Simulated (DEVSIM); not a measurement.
Device: Cr/SiON/p-InP capacitor, at 300 K.

```tsv
layer (left to right)	material	thickness (nm)	Na (cm⁻³)
1	SiON	4.10	-
2	InP	14000	1.9e15
```

Metal gate on the left, work function 4.5 eV. Fixed charge at the semiconductor interface -3.8e11 cm⁻² (in units of +e); no interface traps.

This is a model device: material constants are rounded textbook-type values typed into the input, and sizes, dopings and lifetimes were drawn at random. Values at 300 K; Nc and Nv go as T^1.5, mobilities as T to minus their exponent, the gap by Varshni's rule with the affinity fixed.

```csv
parameter,SiON,InP
gap (eV),7,1.344
affinity (eV),1.4,4.38
permittivity,5.5,12.5
Nc (cm⁻³),-,5.7e17
Nv (cm⁻³),-,1.1e19
Varshni α (eV/K),-,0.000363
Varshni β (K),-,162
```

Simulated with DEVSIM: 1D Poisson equation in equilibrium, Boltzmann statistics, complete ionisation; no quantum confinement or tunnelling. Metal contacts follow the ideal Schottky-Mott rule: no Fermi-level pinning, no interface dipoles.

The temperature was swept, all else fixed.

| temperature (K) | flat-band voltage (V) | minimum of the low-frequency capacitance (μF/cm²) | threshold voltage (band bending 2φF) (V) |
|---|---|---|---|
| 250 | -1.01 | 0.0135 | 0.08 |
| 300 | -0.95 | 0.0144 | 0.04 |
| 350 | -0.89 | 0.0153 | 0.01 |
| 400 | -0.83 | 0.0170 | -0.02 |
| 450 | -0.76 | 0.0183 | -0.06 |
| 500 | -0.70 | 0.0207 | -0.09 |

From the first row to the last the flat-band voltage goes from -1.01 to -0.70. From the first row to the last the minimum of the low-frequency capacitance goes from 0.0135 to 0.0207.
